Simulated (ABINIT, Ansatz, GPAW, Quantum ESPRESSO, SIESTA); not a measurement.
## Pd (Fm-3m, 1 atom in the cell) computed with different codes at matched settings

Self-consistent single point.

```
Pd
1.0
    0.00000     1.99195     1.99195
    1.99195     0.00000     1.99195
    1.99195     1.99195     0.00000
Pd
1
Direct
  0.00000   0.00000   0.00000
```
Moments meant for the start (each program seeds them in its own way; μB, in the order of the atoms Pd): 1.0.

All programs got the same cell, k-point mesh and kind of occupations, and the same starting moments (in Ansatz's words: kpoints.mp_grid.grid = 10 10 10; magnetization.spin_polarized = true; scf.occupations.method = gaussian; scf.occupations.width = 0.02 Ry); potentials, basis and cutoffs are each program's usual ones.

```json
[
 {"code": "ABINIT", "model": "PBE, PAW (JTH v2.0 PBE PAW)", "pressure (GPa)": "-4.76", "k-points": "47", "cutoff": "653 eV"},
 {"code": "SIESTA", "model": "GGA PBE, numerical atomic orbitals DZP, PseudoDojo PBE standard norm-conserving potentials (rewritten from UPF to PSML)", "pressure (GPa)": "-6.35", "k-points": "560", "cutoff": "grid 400 Ry"},
 {"code": "Ansatz", "model": "PBE, PAW files", "pressure (GPa)": "-4.62", "k-points": "47", "cutoff": "30.9 Ry"},
 {"code": "GPAW", "model": "PBE, GPAW PAW datasets PBE (gpaw-data 1.0.1)", "pressure (GPa)": "-4.59", "k-points": "47", "cutoff": "600 eV"},
 {"code": "Quantum ESPRESSO", "model": "PBE, SSSP 1.1.2 efficiency (PBE) pseudopotentials", "pressure (GPa)": "-4.78", "k-points": "47", "cutoff": "60 Ry"}
]
```

The spread over the programs that give each value: pressure within 1.76 GPa.

The starting cell comes from a database of computed structures (which also holds hypothetical and non-ambient phases and stackings), without a prior relaxation at this level. Its lattice was rescaled by a random factor within 2.5 % of one. On Ansatz's run: The starting moments vanished: the run ended non-magnetic. The program warned that a starting moment was not kept. In the base run, with a pressure of about -5 GPa the cell is away from its equilibrium volume at this level.

Question: Why do the programs differ, and what cannot be compared?

Answer: Differences of this kind can come from the potentials, where these differ, and from what each basis and cutoff leave unconverged. The valence holds different numbers of electrons (ABINIT 18, SIESTA 18, Ansatz (a first-principles code) 18, GPAW 16, Quantum ESPRESSO 18). The zero of total energies and Fermi levels follows the potentials and each program's conventions, so they are not compared here. SIESTA uses small atom-centred bases, whose incompleteness enters pressures, forces and empty levels differently from a plane-wave cutoff. Ansatz's pressure is given at a fixed set of plane waves, as the other plane-wave codes print theirs; with its correction for the finite basis it is -4.57 GPa. Ansatz's smearing width was typed in Ry to four decimals, so it matches the others to a few per cent. The programs reduce the same mesh by symmetry to different extents, which changes the work and not the result. In the pressure, SIESTA (by 1.67) lies more than 1 GPa from the median of the plane-wave programs.

Left out of this page: Elk and FLEUR (not drawn, or without a comparable value).

Keys are those of Ansatz 0.2.
